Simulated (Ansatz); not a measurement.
## Response to strain in TiC

The reference is TiC in the rock salt structure (space group Fm-3m, No. 225; relaxed with 0.1 eV smearing).

```
CELL_PARAMETERS angstrom
      0.00000     2.14668     2.14668
      2.14668     0.00000     2.14668
      2.14668     2.14668     0.00000
ATOMIC_POSITIONS crystal
  Ti 0.00000 0.00000 0.00000
  C  0.50000 0.50000 0.50000
```

Cartesian axes are those of the cell as printed.

Strains are applied to the cell and any free atomic positions relax; under biaxial strain the out-of-plane vector relaxes too.

Method: PBEsol (Ansatz, an electronic-structure program; PAW; 420 eV plane waves; no SOC).

Notes on the quantities. pressure: mean of the normal stresses, compression positive; energy relative to the base: free energy F.

| change | pressure | energy relative to the base | volume per atom |
|---|---|---|---|
| base | 0.0 GPa | 0 meV/atom | 9.89 Å³ |
| biaxial strain −2.89 %, plane normal [001], relaxed out of plane | 14.2 GPa | +36 meV/atom | 9.46 Å³ |
| biaxial strain +2.22 %, plane normal [110], relaxed out of plane | -7.8 GPa | +17 meV/atom | 10.21 Å³ |
| biaxial strain +0.80 %, plane normal [111], relaxed out of plane | -2.9 GPa | +2.2 meV/atom | 10.00 Å³ |
| isotropic strain +1.67 % | -12.0 GPa | +20 meV/atom | 10.40 Å³ |
| isotropic strain +4.47 % | -26.9 GPa | +130 meV/atom | 11.28 Å³ |
| isotropic strain +5.07 % | -29.4 GPa | +164 meV/atom | 11.47 Å³ |
| uniaxial strain ε_yy = +5.21 % | -11.1 GPa | +38 meV/atom | 10.41 Å³ |
| uniaxial strain ε_zz = −4.51 % | 14.7 GPa | +41 meV/atom | 9.45 Å³ |
| uniaxial strain ε_zz = +5.53 % | -11.6 GPa | +43 meV/atom | 10.44 Å³ |

A biaxial case was relaxed in a doubled cell and then solved in the primitive one. Stability against distortions was not tested. The base started in Pnma and relaxed to Fm-3m at this level. The final runs are not spin-polarised.
